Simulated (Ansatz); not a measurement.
Consider this model of amorphous Se84.

```yaml
crystal:
  lattice:
    - [13.44114, 0.00000, 0.00000]
    - [0.00000, 13.44114, 0.00000]
    - [0.00000, 0.00000, 13.44114]
  atoms:
    - { symbol: Se, position: [0.77021, 0.66260, 0.45493] }
    - { symbol: Se, position: [0.89478, 0.32660, 0.79211] }
    - { symbol: Se, position: [0.89436, 0.49395, 0.04697] }
    - { symbol: Se, position: [0.11091, 0.50722, 0.83229] }
    - { symbol: Se, position: [0.60846, 0.84189, 0.73677] }
    - { symbol: Se, position: [0.13953, 0.24528, 0.44637] }
    - { symbol: Se, position: [0.96035, 0.62764, 0.13861] }
    - { symbol: Se, position: [0.55702, 0.96300, 0.37580] }
    - { symbol: Se, position: [0.85121, 0.23599, 0.26022] }
    - { symbol: Se, position: [0.41354, 0.66219, 0.07335] }
    - { symbol: Se, position: [0.20037, 0.07815, 0.03358] }
    - { symbol: Se, position: [0.96140, 0.91699, 0.05995] }
    - { symbol: Se, position: [0.73855, 0.34760, 0.88882] }
    - { symbol: Se, position: [0.83565, 0.90541, 0.36758] }
    - { symbol: Se, position: [0.55821, 0.17027, 0.77067] }
    - { symbol: Se, position: [0.03397, 0.64339, 0.75622] }
    - { symbol: Se, position: [0.55385, 0.75349, 0.13658] }
    - { symbol: Se, position: [0.06386, 0.12836, 0.63717] }
    - { symbol: Se, position: [0.77180, 0.88309, 0.19394] }
    - { symbol: Se, position: [0.07984, 0.71076, 0.01976] }
    - { symbol: Se, position: [0.06333, 0.91386, 0.19952] }
    - { symbol: Se, position: [0.53011, 0.44614, 0.44301] }
    - { symbol: Se, position: [0.29482, 0.31345, 0.06779] }
    - { symbol: Se, position: [0.57354, 0.31317, 0.68439] }
    - { symbol: Se, position: [0.41524, 0.43112, 0.85564] }
    - { symbol: Se, position: [0.82251, 0.14654, 0.11343] }
    - { symbol: Se, position: [0.16257, 0.64166, 0.49716] }
    - { symbol: Se, position: [0.18007, 0.17734, 0.76133] }
    - { symbol: Se, position: [0.37975, 0.70131, 0.72055] }
    - { symbol: Se, position: [0.05980, 0.45121, 0.24737] }
    - { symbol: Se, position: [0.93187, 0.88513, 0.63410] }
    - { symbol: Se, position: [0.61557, 0.61627, 0.55728] }
    - { symbol: Se, position: [0.18021, 0.83495, 0.89026] }
    - { symbol: Se, position: [0.95030, 0.12575, 0.35768] }
    - { symbol: Se, position: [0.75506, 0.71306, 0.94651] }
    - { symbol: Se, position: [0.69164, 0.02990, 0.14930] }
    - { symbol: Se, position: [0.41261, 0.80882, 0.58249] }
    - { symbol: Se, position: [0.09582, 0.95211, 0.62991] }
    - { symbol: Se, position: [0.13261, 0.36922, 0.02617] }
    - { symbol: Se, position: [0.39579, 0.53335, 0.18779] }
    - { symbol: Se, position: [0.51954, 0.41023, 0.11532] }
    - { symbol: Se, position: [0.31625, 0.07796, 0.30566] }
    - { symbol: Se, position: [0.45301, 0.32665, 0.32270] }
    - { symbol: Se, position: [0.68381, 0.55099, 0.70469] }
    - { symbol: Se, position: [0.16249, 0.72335, 0.66368] }
    - { symbol: Se, position: [0.36148, 0.96666, 0.77291] }
    - { symbol: Se, position: [0.97915, 0.19174, 0.86734] }
    - { symbol: Se, position: [0.62229, 0.13298, 0.41758] }
    - { symbol: Se, position: [0.97181, 0.46692, 0.39952] }
    - { symbol: Se, position: [0.19836, 0.59115, 0.96784] }
    - { symbol: Se, position: [0.01770, 0.23205, 0.03458] }
    - { symbol: Se, position: [0.44669, 0.73325, 0.42686] }
    - { symbol: Se, position: [0.31596, 0.95427, 0.05182] }
    - { symbol: Se, position: [0.37405, 0.27281, 0.91485] }
    - { symbol: Se, position: [0.33274, 0.11889, 0.68787] }
    - { symbol: Se, position: [0.30030, 0.26743, 0.51781] }
    - { symbol: Se, position: [0.08344, 0.96907, 0.92013] }
    - { symbol: Se, position: [0.46268, 0.99362, 0.23586] }
    - { symbol: Se, position: [0.88675, 0.63394, 0.58495] }
    - { symbol: Se, position: [0.69179, 0.65226, 0.10448] }
    - { symbol: Se, position: [0.38153, 0.52461, 0.49632] }
    - { symbol: Se, position: [0.07786, 0.08761, 0.23970] }
    - { symbol: Se, position: [0.66328, 0.00965, 0.59284] }
    - { symbol: Se, position: [0.93098, 0.76535, 0.36800] }
    - { symbol: Se, position: [0.78412, 0.13597, 0.64754] }
    - { symbol: Se, position: [0.54284, 0.69274, 0.80916] }
    - { symbol: Se, position: [0.67684, 0.18978, 0.91533] }
    - { symbol: Se, position: [0.43973, 0.99687, 0.92709] }
    - { symbol: Se, position: [0.16353, 0.30031, 0.27855] }
    - { symbol: Se, position: [0.64714, 0.93203, 0.88725] }
    - { symbol: Se, position: [0.29780, 0.99312, 0.45292] }
    - { symbol: Se, position: [0.60252, 0.24469, 0.28147] }
    - { symbol: Se, position: [0.71780, 0.27245, 0.56774] }
    - { symbol: Se, position: [0.29535, 0.76657, 0.30727] }
    - { symbol: Se, position: [0.18678, 0.85682, 0.42218] }
    - { symbol: Se, position: [0.84048, 0.56589, 0.89162] }
    - { symbol: Se, position: [0.30679, 0.41270, 0.61615] }
    - { symbol: Se, position: [0.72426, 0.85178, 0.53102] }
    - { symbol: Se, position: [0.89785, 0.84288, 0.80361] }
    - { symbol: Se, position: [0.82574, 0.47097, 0.62102] }
    - { symbol: Se, position: [0.10813, 0.47276, 0.51301] }
    - { symbol: Se, position: [0.81312, 0.99001, 0.85548] }
    - { symbol: Se, position: [0.20325, 0.62181, 0.28237] }
    - { symbol: Se, position: [0.55823, 0.47572, 0.95999] }
```

Computed with PBE-D3(BJ), scalar-relativistic without spin-orbit coupling, PAW (Ansatz default set, large-core Se) (plane waves to 420 eV; Ansatz, a first-principles code). Neutral PBE cell, which sets geometry, pressure and energy: sampling: a 2×2×2 Γ-centred mesh; Fermi-Dirac width 0.05 eV; no spin polarisation.

Preparation: random packing, a CHGNet melt and quench, and a DFT relaxation. The hot cell started wider than the set density and was brought back towards it in steps. It is the lowest in DFT energy of 4 quenches. It is a model cell: composition and starting density were chosen by hand, and all elements were melted together. The geometry includes D3(BJ) dispersion. Its density started from a set value of 4.16 and ended at 4.54 g/cm³. The simulated quench (nominally 37 K/ps over its main leg) is rapid and tends to freeze in more defects than a deposited or slowly cooled glass has. Values belong to this one cell and scatter from quench to quench. The volume was free in the relaxation, at fixed shape.

Task: Give the pressure, the energy against reference phases and the spacing of the highest filled and lowest empty levels.

Result: 
Pressure on a 2×2×2 Γ-centred mesh: 0.00 GPa
Largest force and stress component on that mesh (the relaxation ran on the zone centre alone): 0.11 eV/Å and 0.3 GPa
Energy relative to trigonal Se (lowest mix at this level among the phases computed, not always the ambient ones): 0.137 eV/atom
Level gap on a 2×2×2 Γ-centred mesh (PBE): 0.43 eV
Level gap at the zone centre (PBE): 0.54 eV
Distance between the nearest levels spread over more than a fifth of the atoms or a third of the atoms of their main element (six at least) (PBE, zone centre): 0.75 eV

Task: At PBE and the zone centre, how localised are the states just below and above the Fermi level (participation number: the atoms over which a state spreads)?

Result: The highest filled state is spread over 50.2 atoms' worth, largest on Se5, with weights by element (charge in smoothed Voronoi cells) Se 1.00. The lowest empty state is spread over 15.0 atoms' worth, largest on Se14, with weights by element (charge in smoothed Voronoi cells) Se 1.00.

At PBE the levels at the empty edge of the gap are localised (band-tail or defect states).

Neighbours within Se-Se 2.70 Å count as bonded.

Added carriers, by PBE-D3(BJ), scalar-relativistic without spin-orbit coupling, PAW (Ansatz default set, large-core Se) on the zone centre alone. Charged cells keep the cell fixed and stand in a uniform background, with no image correction, at a width of 0.01 eV; where the count is odd the moment is locked at 1 μB, unless the neutral cell bore moments. Each starts from the undistorted neutral geometry alone. PBE's self-interaction favours spread-out carriers, so it can miss traps that a hybrid finds.

Task: What happens at PBE when the cell takes an extra electron and the atoms relax?

Result: Relaxation lowers the charged cell by 0.21 eV. The largest moves are Se19 0.55 Å, Se14 0.53 Å, Se64 0.27 Å, Se36 0.25 Å. The level that holds the added charge spreads over 16.0 atoms' worth, most on Se14 (weight 0.15): a partly localised carrier. No bond crosses its cut-off with a change of over 0.15 Å. Made neutral again at that geometry, the cell lies +0.14 eV from the neutral start (a closed shell was imposed there, with levels 0.22 eV apart, so this is an upper bound).

Task: What happens at PBE when the cell takes a hole and the atoms relax?

Result: Relaxation lowers the charged cell by 0.04 eV. The largest moves are Se73 0.11 Å, Se24 0.09 Å, Se48 0.07 Å, Se65 0.07 Å. The level that was emptied spreads over 48.5 atoms' worth, most on Se58 (weight 0.04): a carrier spread over the cell. No bond crosses its cut-off with a change of over 0.15 Å. Made neutral again at that geometry, the cell lies +0.04 eV from the neutral start (a closed shell was imposed there, with levels 0.48 eV apart, so this is an upper bound).

A PBE run started with 1 μB on atoms that lack a bond or may hold spare charge lost its moments; other starts weren't tried.
